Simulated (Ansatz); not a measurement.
## Pressure series in hypothetical R3m MgInGaO4

Base system: MgInGaO₄ (space group R3m, No. 160; a = 3.3437 Å, c = 25.2994 Å (hexagonal axes); a hypothetical phase, not in the database extracts checked).

Cell and atoms are relaxed at each pressure.

Levels (all Ansatz, a quantum-chemistry and plane-wave program, PAW): PBEsol (420 eV, no SOC); HSE06 (420 eV, no spin-orbit coupling).

Band gaps by level, all at the geometries relaxed with PBEsol:

```csv
case,PBEsol,HSE06
base,2.07 eV,3.71 eV
pressure 0.3 GPa,2.09 eV,3.72 eV
pressure 1.5 GPa,2.13 eV,3.77 eV
pressure 3 GPa,2.19 eV,3.83 eV
```

Single points use the geometry relaxed with PBEsol. HSE06 gaps are upper bounds (no full band path). Load acts through the strain it causes; cell and atoms are relaxed under it. Stability against distortions was not tested.
